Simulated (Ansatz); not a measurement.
The parent structure is SnTe in the rock salt structure (space group Fm-3m, No. 225; a = 6.370 Å). Axes: x, y, z lie along the cube axes.

Level of theory: plane-wave PAW DFT at the r2SCAN level (Ansatz, an electronic-structure program, 500 eV), no spin-orbit coupling.

Now apply this change: uniaxial strain ε_zz = +0.50 %, all other strain components held at zero; the atoms relax in the strained cell.

### Question
Predict the stress tensor and what it implies for the stiffness.

### Answer
Stress of the strained cell less that of the base (GPa, compression positive):
```
  -0.01    0.00    0.00
   0.00   -0.01    0.00
   0.00    0.00   -0.61
```

Then −Δσ_ii/ε with ε = 0.0050 gives relaxed-ion elastic constants: C33 ≈ 122 GPa.

Stability against distortions was not tested.
